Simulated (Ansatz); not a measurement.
Effect of isotropic strain +1.50 % on KCl

Take KCl in the rock salt structure (space group Fm-3m, No. 225; a = 6.381 Å) as the base.

It is then changed as follows: the cell is scaled by 1.0150 in all directions, atoms relaxed at fixed cell.

Computed with PBE (Ansatz, a first-principles code), spin-orbit coupling left out. Γ-centred 9×9×9 mesh, Fermi–Dirac width 0.05 eV.

The volume per atom grows by 1.484 Å³ to 33.97 Å³ and the space group is still Fm-3m (No. 225). The shortest interatomic distance grows by 0.090 bohr to 6.120 bohr and the energy grows by 3.1 meV/atom. The pressure goes from zero to -0.65 GPa and the band gap decreases by 0.144 eV, from 5.05 eV to 4.90 eV. The gap character stays direct at Γ and the mean gap deformation potential ΔEg/Δln V is -3.2 eV. The width of the top valence band falls by 0.04 eV, from 0.45 eV to 0.41 eV and the electron mass goes from 0.45 mₑ (at Γ) to 0.46 mₑ (at Γ).

Effective masses come from finite differences of ±0.01 Å⁻¹. Stability against distortions was not tested.
